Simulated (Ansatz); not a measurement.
Take GaN in the zinc blende structure (space group F-43m, No. 216; a = 4.498 Å) as the base.

Level of theory: Ansatz (a program for electronic structure) PBEsol, spin-orbit coupling left out.

Carriers are added at fixed cell with a uniform background; the Fermi–Dirac width is that of 300 K.

One change was made to it. Results:

```csv
quantity,base,after
gap between the host's bands,1.70 eV,1.75 eV
Fermi level relative to the doped band's edge (positive inside the band; to 0.05 eV),–,+0.20 eV
gap character,direct at Γ,direct at Γ
```

### Question
What was done to the base?
A. electrons 2.0×10^22 cm⁻³
B. holes 2.0×10^21 cm⁻³
C. electrons 5.0×10^20 cm⁻³
D. holes 2.0×10^22 cm⁻³
E. holes 7.0×10^21 cm⁻³

### Answer
B, holes 2.0×10^21 cm⁻³. For comparison, the Fermi level from band edge in the other runs: holes 2.0×10^22 cm⁻³ gives +0.80 eV; electrons 5.0×10^20 cm⁻³ gives +0.90 eV; electrons 2.0×10^22 cm⁻³ gives +2.85 eV; holes 7.0×10^21 cm⁻³ gives +0.45 eV.

Carriers are added with a uniform compensating background; total energy and stress of such cells depend on the potential's zero and are not compared; many-body gap narrowing is missing at this level. Whether these cells are dynamically stable was not tested. This is not the structure that GaN has at room temperature and ambient pressure.
